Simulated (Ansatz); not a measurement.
```
YCo3B2
1.0
    5.03287     0.00000     0.00000
   -2.51643     4.35859     0.00000
    0.00000     0.00000     2.92939
Y Co B
1 3 2
Cartesian
  0.00000   0.00000   0.00000
  2.51643   0.00000   1.46470
  1.25822   2.17930   1.46470
 -1.25822   2.17930   1.46470
  0.00000   2.90573   0.00000
  2.51644   1.45286   0.00000
```
Moments meant for the start (each program seeds them in its own way; μB, in the order of the atoms Y Co Co Co B B): 0.0 3.0 3.0 3.0 0.0 0.0.

Computed with PBEsol, PAW files made with PBE (plane waves; Ansatz, a quantum-chemistry and plane-wave program).

The set-up and first iterations of an Ansatz log for YCo3B2 (P6/mmm, 6 atoms in the cell):

```
WARN the atoms were moved onto the symmetric positions of the space group found under crystal.symmetry.tolerance 1.0e-5 (fractional …
WARN ansatz: RAYON_NUM_THREADS=1 ignored (pool sized by the plan → 1); use --threads N
Pseudopotentials: kind: paw
Pseudopotential: Y, paw, valence charge 11
Pseudopotential: Co, paw, valence charge 17
Pseudopotential: B, paw, valence charge 3
   [... lines left out ...]
Bands: 47, of which v1, the nominal top of the filled ones, is band 34 counted from 1 (33 counted from 0)
Symmetry: 24 space group operations
Space group: P6/mmm (ITA 191), of the structure as read, at distance tolerance 4.0e-5 Å
Magnetic group: BNS 191.233 (UNI 1463), of the structure as read, at distance tolerance 4.0e-5 Å
k-points: 35 of 324
PAW frozen core: Y, regenerated for the run's functional, and the local potential with it
PAW frozen core: Co, regenerated for the run's functional, and the local potential with it
PAW frozen core: B, regenerated for the run's functional, and the local potential with it
Initial density: superposition of atomic densities (chi_scale 0.1, normalization cell, long waves kept (reshape's long-wave potential 0.00 eV rms))
Starting moments: Σ|m| = 9 μB on 3 of 6 sites
Initial wavefunctions: pseudopotential atomic-orbital guess
Eigensolver: davidson
Functional: x = pbesol(κ = 0.804, μ = 0.12345679012345678), c = pbesol(β = 0.046)
SCF iter   1: F=—  HF=-19390.420466 eV  |F-HF|=—  |Δ(HF+E_count)|=         —  Δρ=3.26e-1 (↑3.26e-1 ↓9.82e-2)  dr2=3.14e1  dr2_m=2.50e1  M=2.008 μB ∫|m|=2.686 μB  β_m=0.30  ethr=3.10e-3  ⟨swp⟩=5.5  Hψ=10779  notcnv=0
Mixer restart at iter 1: flushing history
all-band conjugate gradients solve this SCF's bands
preconditioner: auto → Kerker (q_TF=auto, 2.754 Å⁻¹)
spin=Collinear: Kerker preconditioning applied to the charge; magnetization (m = ρ↑ − ρ↓) channel mixes plain (no charge-response kernel on spin).
SCF iter   2: F=—  HF=-19379.335778 eV  |F-HF|=—  |Δ(HF+E_count)|=    1.11e1  Δρ=1.63e-1 (↑1.55e-1 ↓1.63e-1)  dr2=4.72e-1  dr2_m=1.46e1  M=1.570 μB ∫|m|=2.265 μB  β_m=0.45  ethr=3.10e-3  ⟨swp⟩=2.9  Hψ=7278  notcnv=0  defer=264
SCF iter   3: F=—  HF=-19381.135721 eV  |F-HF|=—  |Δ(HF+E_count)|=    1.80e0  Δρ=9.69e-2 (↑9.65e-2 ↓9.69e-2)  dr2=1.13e-1  dr2_m=5.46e0  M=1.043 μB ∫|m|=1.581 μB  β_m=0.72  ethr=6.94e-4  ⟨swp⟩=2.2  Hψ=6725  notcnv=0  defer=229
SCF iter   4: F=—  HF=-19383.276633 eV  |F-HF|=—  |Δ(HF+E_count)|=    2.14e0  Δρ=5.16e-2 (↑3.23e-2 ↓5.16e-2)  dr2=3.98e0  dr2_m=6.44e-2  M=0.206 μB ∫|m|=0.430 μB  β_m=0.80  ethr=1.66e-4  ⟨swp⟩=2.0  Hψ=6279  notcnv=0  defer=227
   [... lines left out ...]
```

**Question.** How does the run end?

**Answer.** The run converged, with 33 iterations in all over 2 SCF loops. Convergence of the loop says nothing yet on basis, mesh or lower states. It ends on: free energy E − TS (on the zero of these files) -19382.7769 eV; Fermi level (on the code's own zero) 16.47 eV; pressure -3.67 GPa; size of the cell's spin moment 0.00 μB. The log goes on:

```
   [... 2 lines left out ...]
   [... lines left out ...]
SCF iter  11: F=—  HF=-19382.776905 eV  |F-HF|=—  |Δ(HF+E_count)|=   2.42e-7  Δρ=7.00e-6 (↑6.22e-6 ↓7.00e-6)  dr2=8.25e-8  dr2_m=1.57e-10  M=0.000 μB ∫|m|=0.000 μB  β_m=1.00  ethr=5.16e-9  ⟨swp⟩=2.0  Hψ=4111  notcnv=0  defer=250
SCF iter  12: F=—  HF=-19382.776905 eV  |F-HF|=—  |Δ(HF+E_count)|=   8.71e-9  Δρ=1.96e-6 (↑1.96e-6 ↓1.15e-6)  dr2=5.08e-9  dr2_m=1.12e-10  M=0.000 μB ∫|m|=0.000 μB  β_m=0.96  ethr=1.21e-10  ⟨swp⟩=2.0  Hψ=4342  notcnv=0  defer=250
SCF iter  13: F=-19382.776905 eV  HF=-19382.776905 eV  |F-HF|=5.20e-10  |Δ(HF+E_count)|=  6.91e-11  Δρ=5.29e-7 (↑5.29e-7 ↓4.57e-7)  dr2=6.02e-10  dr2_m=9.84e-13  M=0.000 μB ∫|m|=0.000 μB  ethr=7.46e-12  ⟨swp⟩=7.3  Hψ=11084  notcnv=0
SCF 1 converged in 13 iterations: F = -19382.776905 eV  dr2 = 6.02e-10
Crystal: 6 atoms, lattice volume = 64.260 Å³
Starting moments: Σ|m| = 10 μB on 4 of 6 sites
SCF iter   1: F=—  HF=-19381.921824 eV  |F-HF|=—  |Δ(HF+E_count)|=         —  Δρ=1.93e-1 (↑1.93e-1 ↓5.26e-2)  dr2=2.23e1  dr2_m=5.55e0  M=5.198 μB ∫|m|=5.777 μB  β_m=0.30  ethr=3.10e-3  ⟨swp⟩=5.5  Hψ=10786  notcnv=0
preconditioner: auto → Kerker (q_TF=auto, 2.754 Å⁻¹)
spin=Collinear: Kerker preconditioning applied to the charge; magnetization (m = ρ↑ − ρ↓) channel mixes plain (no charge-response kernel on spin).
SCF iter   2: F=—  HF=-19380.608882 eV  |F-HF|=—  |Δ(HF+E_count)|=    1.31e0  Δρ=1.83e-1 (↑8.67e-2 ↓1.83e-1)  dr2=5.17e0  dr2_m=1.03e1  M=2.867 μB ∫|m|=3.903 μB  β_m=0.30  ethr=3.10e-3  ⟨swp⟩=2.8  Hψ=6940  notcnv=0  defer=296
   [... lines left out ...]
spin-set hold released at iteration 8 (site moments contracting)
iter 19 did not close the SCF: its close was put off for a magnetic moment that had not settled (scf_convergence_deferred on its scf_iter line)
WARN: the starting moments were not kept: the SCF closed with an absolute magnetisation of 4.3e-6 μB, where they sum to 9 μB in size (3 sites) …
Absolute magnetization: 0.0000 μB (∫|ρ↑−ρ↓|, with the PAW one-centre terms)
Free energy (F): -19382.776905 eV
   [... lines left out ...]
Fermi energy:    16.473347 eV
--- Forces (eV/Å), atoms counted from 1 ---
  atom   1  Y      0.00000000    -0.00000000     0.00000000
   [... zero for the other atoms too ...]
--- Stress (GPa, compression-positive) ---
       -5.606867       0.000000       0.000000
        0.000000      -5.606867       0.000000
        0.000000       0.000000       0.210351
  P = ⅓ Tr σ = -3.6678 GPa (-36.678 kbar)
  The stress holds the Pulay correction. Without it, at fixed plane waves, as pw.x and ABINIT print it: P = -3.7881 GPa
```

For comparison: a first run (DFT, LDA (PW92), plane waves, PAW files made with PBE) was changed to give this one (hamiltonian.xc: lda → pbesol), and from it to this one the pressure goes from -9.67 to -3.67 GPa.

The starting cell comes from a database of computed structures (which also holds hypothetical and non-ambient phases and stackings), without a prior relaxation at this level. The starting moments vanished: the run ended non-magnetic, which need not be the lowest state. The program warned that a starting moment was not kept. With a pressure of about -4 GPa the cell is away from its equilibrium volume at this level. Ansatz's pressure includes its estimate of the finite-basis (Pulay) stress.

The run was DFT, PBEsol, plane waves, PAW files made with PBE. Main settings of its input:

```
setting                                                               value
----------------------------  ---------------------------------------------
basis.ecutwfc                                                        420 eV
kpoints.mp_grid.grid                                                  6 6 9
hamiltonian.xc                                                       pbesol
hamiltonian.pseudopotentials  {kind: paw} (the program's default PAW files)
magnetization.spin_polarized                                           true
scf.occupations.method                                             gaussian
scf.occupations.width                                              0.272 eV
```

Keys are those of Ansatz 0.2.
